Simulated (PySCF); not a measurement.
PySCF 2.14.0, B3LYP/def2-svp, df: Ta(NH2)3(Me)2 ([CH3][Ta]([CH3])([NH2])([NH2])[NH2]), 18 atoms. The geometry is a generated start, not checked to be a minimum at this level.

* **task**: energy
* **method**: b3lyp
* **basis**: def2-svp
* **two-electron scheme**: density fitting
* **mol.max_memory**: 3000 MB
* **mf.max_cycle**: 100
* **mf.conv_tol**: 1e-09 (default)
* **mf.grids.level**: 3 (default)
* **effective core potentials**: those of the basis set, past Kr
* **basis functions**: 162
* **grid points**: 211648

```xyz
18

Ta     0.0405     0.2714     0.0192
N      1.5513    -0.1222     1.2406
H      1.7623     0.3743     2.1026
H      2.2360    -0.8712     1.1892
N     -1.4646     0.5487    -1.2440
H     -1.5127     1.2647    -1.9666
H     -2.2954    -0.0199    -1.3789
N      0.3338     2.2573     0.2102
H      1.2229     2.7275     0.3302
H     -0.3921     2.9652     0.1924
C      1.1119    -1.1032    -1.4805
H      0.4526    -1.4335    -2.2835
H      1.4841    -1.9946    -0.9736
H      1.9680    -0.6102    -1.9414
C     -1.4310    -0.9105     1.3317
H     -0.9179    -1.5495     2.0500
H     -2.0612    -1.5491     0.7116
H     -2.0886    -0.2454     1.8909
```

Charge 0 and multiplicity 1 are set for this test and not shown to be the ground state.

With the defaults (mf.DIIS = CDIIS, mf.diis = true, mf.init_guess = minao, mf.damp = 0, mf.diis_start_cycle = 1, mf.level_shift = 0, mf.diis_space = 8, newton = off) it converges in 14 Fock builds. One run each on 2 threads, 1 BLAS thread, with these changes:
- mf.level_shift = 1 Hartree
- mf.diis = false, mf.damp = 0.7, mf.diis_start_cycle = 999
- newton = Hessian by the SCF's own integrals
- mf.diis_space = 3
- mf.init_guess = mod_huckel
- mf.diis = false
- mf.init_guess = 1e
- mf.level_shift = 0.3 Hartree
- mf.DIIS = EDIIS

Q: Name the settings that don't reach the solution of the defaults.

A: No convergence: mf.DIIS = EDIIS; mf.diis = false (the run ends without SCF convergence in 100 cycles). The rest reach the solution of the defaults.

```json
[
 {"setting": "the defaults", "Fock builds": "14", "end": "same solution"},
 {"setting": "mf.init_guess = mod_huckel", "Fock builds": "16", "end": "same solution"},
 {"setting": "mf.diis_space = 3", "Fock builds": "16", "end": "same solution"},
 {"setting": "mf.level_shift = 0.3 Hartree", "Fock builds": "18", "end": "same solution"},
 {"setting": "mf.init_guess = 1e", "Fock builds": "24", "end": "same solution"},
 {"setting": "mf.diis = false, mf.damp = 0.7, mf.diis_start_cycle = 999", "Fock builds": "28", "end": "same solution"},
 {"setting": "mf.level_shift = 1 Hartree", "Fock builds": "41", "end": "same solution"},
 {"setting": "newton = Hessian by the SCF's own integrals", "Fock builds": "41", "end": "same solution"},
 {"setting": "mf.DIIS = EDIIS", "Fock builds": "101", "end": "no convergence"},
 {"setting": "mf.diis = false", "Fock builds": "101", "end": "no convergence"}
]
```

Under newton the count holds the products with the orbital Hessian.
